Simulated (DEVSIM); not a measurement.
Device: Ni/SiO2/p-Ge capacitor, at 300 K.

Layer 1 from the left is SiO2, thickness (nm) 4.10. Layer 2 from the left is Ge, thickness (nm) 3900, Na (cm⁻³) 2.3e16.

Metal gate on the left, work function 5.1 eV. Fixed charge at the semiconductor interface 0 cm⁻² (in units of +e); no interface traps.

Constants are typed, rounded textbook-type inputs, not results; the design itself was drawn at random and stands for no fabricated device. Values at 300 K.

SiO2: gap (eV) 9, affinity (eV) 0.9, permittivity 3.9. Ge: gap (eV) 0.664, affinity (eV) 4, permittivity 16, Nc (cm⁻³) 1.04e19, Nv (cm⁻³) 6e18.

Simulated with DEVSIM: 1D Poisson equation in equilibrium, Boltzmann statistics, complete ionisation; no quantum confinement or tunnelling. Metal contacts follow the ideal Schottky-Mott rule: no Fermi-level pinning, no interface dipoles.

**Question.** What does the simulation give for the minimum of the low-frequency capacitance, the flat-band voltage, the threshold voltage (band bending 2φF)?

**Answer.** minimum of the low-frequency capacitance 0.0951 μF/cm²; flat-band voltage 0.58 V; threshold voltage (band bending 2φF) 1.01 V.
